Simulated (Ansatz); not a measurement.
MgS (Fm-3m) under hydrostatic pressure: band gap by r2SCAN with spin-orbit coupling, rigid bands (plane waves, PAW; Ansatz, a quantum-chemistry and plane-wave program). The unloaded cell, whose axes the loads refer to:

```yaml
crystal:
  lattice:
    - [0.00000, 2.60158, 2.60158]
    - [2.60158, 0.00000, 2.60158]
    - [2.60158, 2.60158, 0.00000]
  atoms:
    - { symbol: Mg, position: [0.00000, 0.00000, 0.00000] }
    - { symbol: S, position: [0.50000, 0.50000, 0.50000] }
```

| hydrostatic pressure (GPa) | volume per atom (Å³) | band gap (eV) |
|---|---|---|
| -2 | 18.08 | 3.38 |
| 0 | 17.61 | ? |
| 2 | 17.19 | 3.48 |
| 5 | 16.65 | 3.55 |
| 10 | 15.90 | 3.64 |

Question: Fit a straight line to band gap against the load over the rows given, and predict the row at 0 GPa.

Answer: The means are x̄ = 3.750 GPa and ȳ = 3.5125; Σ(x − x̄)(y − ȳ) = 1.663 and Σ(x − x̄)² = 76.75, so the slope is 21.7 meV per GPa, and the rows given lie within 10 meV of the line. At 0 GPa the line gives 3.43 eV; the calculation gives 3.43 eV, 0.037 % from it.

Question: With all rows, what volume deformation potential dE_g/d ln V follows?

Answer: A line through E_g against ln V has the slope -2.0 eV, so the gap opens under compression.

 Stresses and pressures are the targets of the relaxation. Gaps are resolved to about 0.01 eV. The structure type is held at every load. Geometry: cell and atoms relaxed with r2SCAN.
